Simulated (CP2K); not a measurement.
Worked example: self-consistent single point of SiTe2 (P-3m1, 3 atoms in the cell) in CP2K.

Level of theory: LDA (Pade form), GPW, DZVP-MOLOPT-SR-GTH basis, GTH-PADE potentials (GTH_POTENTIALS) in CP2K 2026.2.

```xyz
3
Lattice="3.7921 0.0000 0.0000 -1.8961 3.2841 0.0000 0.0000 0.0000 7.0635" Properties=species:S:1:pos:R:3 pbc="T T T"
Si     0.0000     0.0000     0.0000
Te     0.0000     2.1894     5.4630
Te     1.8961     1.0947     1.6005
```

Reference input (self-consistent single point, DFT PBEsol, GPW, DZVP-MOLOPT-SR-GTH basis, GTH-PBE potentials (GTH_POTENTIALS)): CUTOFF = 400 Ry; REL_CUTOFF = 40 Ry; SMEAR/METHOD = GAUSSIAN; SIGMA = 0.272 eV; KPOINTS/SCHEME = MONKHORST-PACK 8 8 4; GAMMA_CENTERED = T; XC_FUNCTIONAL = PBE:PBESOL; Si/BASIS_SET = DZVP-MOLOPT-SR-GTH; Si/POTENTIAL = GTH-PBE-q4; Te/BASIS_SET = DZVP-MOLOPT-SR-GTH; Te/POTENTIAL = GTH-PBE-q6; METHOD = GPW. This run's input differs from it in these lines:

```diff
@@ -44,6 +44,3 @@
     &XC
-      &XC_FUNCTIONAL
-        &PBE
-          PARAMETRIZATION PBESOL
-        &END PBE
+      &XC_FUNCTIONAL PADE
       &END XC_FUNCTIONAL
@@ -80,3 +77,3 @@
       BASIS_SET DZVP-MOLOPT-SR-GTH
-      POTENTIAL GTH-PBE-q4
+      POTENTIAL GTH-PADE-q4
     &END KIND
@@ -84,3 +81,3 @@
       BASIS_SET DZVP-MOLOPT-SR-GTH
-      POTENTIAL GTH-PBE-q6
+      POTENTIAL GTH-PADE-q6
     &END KIND
```

Output, abridged:

```
 SCF WAVEFUNCTION OPTIMIZATION

  Step     Update method      Time    Convergence         Total energy    Change
     1 NoMix/Diag. 0.20E+00      -     0.70762503       -20.6047891793 -2.06E+01
     2 Broy./Diag. 0.20E+00      -     0.01494769       -20.6515461739 -4.68E-02
     3 Broy./Diag. 0.20E+00      -     0.06172579       -20.4774488257  1.74E-01
     4 Broy./Diag. 0.20E+00      -     0.00312562       -20.4515442871  2.59E-02
     5 Broy./Diag. 0.20E+00      -     0.00558731       -20.4292090746  2.23E-02
     6 Broy./Diag. 0.20E+00      -     0.00029057       -20.4241884096  5.02E-03
   [... 4 lines left out ...]
    11 Broy./Diag. 0.20E+00      -     0.00002088       -20.4204099744  1.10E-04
    12 Broy./Diag. 0.20E+00      -     0.00000139       -20.4203558494  5.41E-05
    13 Broy./Diag. 0.20E+00      -     0.00000255       -20.4203124467  4.34E-05
    14 Broy./Diag. 0.20E+00      -     0.00000006       -20.4203068381  5.61E-06
  *** SCF run converged in    14 steps ***

  Overlap energy of the core charge distribution:               0.00000000004099
  Self energy of the core charge distribution:                -45.58116635460924
  Core Hamiltonian energy:                                      9.22201924023839
  Hartree energy:                                              20.73988815620201
  Exchange-correlation energy:                                 -4.79939970372534
  Smearing free energy correction:                             -0.00164817620137
  Fermi energy:                                                 0.15391752200590

  Total energy:                                               -20.42030683805649
  Total energy (extrapolated to sigma->0):                    -20.41948274995580

   [... lines left out ...]

 STRESS| Analytical stress tensor [bar]
 STRESS|                        x                   y                   z
 STRESS|      x       -1.95839450040E+04  -4.98985491955E-01  -3.91714617946E-01
 STRESS|      y       -4.98985491955E-01  -1.95848030949E+04   2.74231140970E-01
 STRESS|      z       -3.91714617946E-01   2.74231140970E-01  -4.63476328588E+03
 STRESS| 1/3 Trace                                            -1.46011704616E+04
```

The run converged in 14 iterations. Against the reference run the pressure goes from 0.63 to -1.46 GPa and the largest force goes from 0.428 to 0.113 eV/Å.

The starting cell comes from a database of computed structures (which also holds hypothetical and non-ambient phases and stackings), without a prior relaxation at this level. Its lattice was rescaled by a random factor within 2.5 % of one. Values carry the incompleteness of an atom-centred basis. The run gives no clean gap (levels at the Fermi energy touch, overlap or are partly filled at this smearing), which alone does not show that the compound is a metal.
